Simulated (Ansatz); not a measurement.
# WSe2, pressure series

Base system: WSe$_{2}$ (space group P6_3/mmc, No. 194; layered, stacked along the Cartesian z axis).

Space group P6₃/mmc (No. 194); a = b = 3.2790 Å, c = 12.7862 Å, α = β = 90.00°, γ = 120.00°

```
atom  site  symmetry       x       y       z
----  ----  --------  ------  ------  ------
W       2c      -6m2  0.3333  0.6667  0.2500
Se      4f       3m.  0.6667  0.3333  0.1183
```

Cell and atoms are relaxed at each pressure.

Computed with Ansatz (a first-principles code), PBE-D3(BJ), PAW, cutoff 420 eV, no SOC.

```
P (GPa)  V (Å³/atom)
-------  -----------
-2.00         21.046
-0.99         20.312
0.30          19.730
0.70          19.581
1.50          19.322
3.02          18.912
5.00          18.466
7.49          18.003
10.00         17.613
```

Fit a third-order Birch–Murnaghan equation of state.

Least squares on P(V) = (3B₀/2)[(V₀/V)^(7/3) − (V₀/V)^(5/3)]·[1 + (3/4)(B₀′ − 4)((V₀/V)^(2/3) − 1)] gives V₀ = 19.86 Å³/atom, B₀ = 48 GPa and B₀′ = 9.9.

Between the base and pressure 5 GPa the gap moves from 0.87 eV to 0.63 eV, a mean slope of -49 meV/GPa.

With W present, leaving out spin-orbit coupling can change the band edges. Load acts through the strain it causes; cell and atoms are relaxed under it. Whether these cells are dynamically stable was not tested. No other phases were tried under pressure.
